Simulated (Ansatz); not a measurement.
Consider InHO$_{2}$ (space group Pnnm, No. 58; a = 4.521 Å, b = 5.282 Å, c = 3.287 Å; a cell from a computed database, its experimental status unchecked).

It is then changed as follows: a hydrostatic pressure of 10 GPa.

Levels (all Ansatz, a program for electronic structure, PAW): PBEsol (420 eV, scalar-relativistic without spin-orbit coupling); PBEsol+SOC (420 eV, noncollinear with spin-orbit coupling).

The geometry is relaxed with PBEsol.

| Item | Result |
|---|---|
| PBEsol electron mass | 0.25 mₑ along a, 0.25 mₑ along b, 0.26 mₑ along c (at Γ) |
| PBEsol gap character | direct at Γ |
| PBEsol lowest conduction level above the VBM at special points | Γ 2.34 eV; X 5.11 eV; Y 5.24 eV; S 6.25 eV |

With PBEsol+SOC at the same geometry, the electron mass remains 0.25 mₑ along a, 0.25 mₑ along b, 0.26 mₑ along c (at Γ); the gap character remains direct at Γ; the lowest conduction level above the VBM at special points goes from Γ 2.34 eV; X 5.11 eV; Y 5.24 eV; S 6.25 eV to Γ 2.34 eV; X 5.10 eV; Y 5.24 eV; S 6.25 eV.

Single points use the geometry relaxed with PBEsol. Differences between runs with and without spin-orbit coupling are approximate. Load acts through the strain it causes; cell and atoms are relaxed under it. Masses are band curvatures over ±0.01 Å⁻¹ around the edge. Stability against distortions was not tested. Competing high-pressure phases were not computed.
